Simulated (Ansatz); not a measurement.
## Si (P6_3/mmc): band-edge transport data

Given:

```xyz
4
Lattice="3.9635 0.0000 0.0000 -1.9817 3.4325 0.0000 0.0000 0.0000 6.2511" Properties=species:S:1:pos:R:3 pbc="T T T"
Si     0.0000     2.2883    -0.0156
Si     1.9817     1.1442     3.1099
Si     0.0000     2.2883     2.3598
Si     1.9817     1.1442     5.4854
```

All values below come from r2SCAN with spin-orbit coupling, rigid bands (plane waves, PAW; Ansatz, an electronic-structure program). Condition of this run: biaxial stress in the c plane of -7.2 GPa (compression positive) (the target of the relaxation). Geometry: cell and atoms relaxed with PBEsol, then loaded as said.

- band gap = 0.52 eV
- electron conductivity mass (300 K, dilute) = 0.21 (x), 0.21 (y), 1.06 (z) mₑ
- hole conductivity mass (300 K, dilute) = 0.48 (x), 0.48 (y), 0.47 (z) mₑ
- effective density of states N_c (300 K) = 2.8e19 cm⁻³
- effective density of states N_v (300 K) = 1.2e19 cm⁻³
- density-of-states mass, electrons = 1.07 mₑ
- density-of-states mass, holes = 0.59 mₑ
- Seebeck coefficient, n-type 1e19 cm⁻³, 300 K = -304 μV/K
- Seebeck coefficient, p-type 1e19 cm⁻³, 300 K = 266 μV/K
- best p-type power factor at 300 K for τ = 10 fs (best axis; densities from 1e16 to 1e21 cm⁻³ tried, whether or not they can be reached) = 7.9 μW/(cm·K²) at 1e20 cm⁻³

Rigid bands; masses and Seebeck coefficients take one relaxation time τ for all states and one kind of carrier; polarons and phonon drag are left out. Geometry: cell and atoms relaxed with PBEsol.
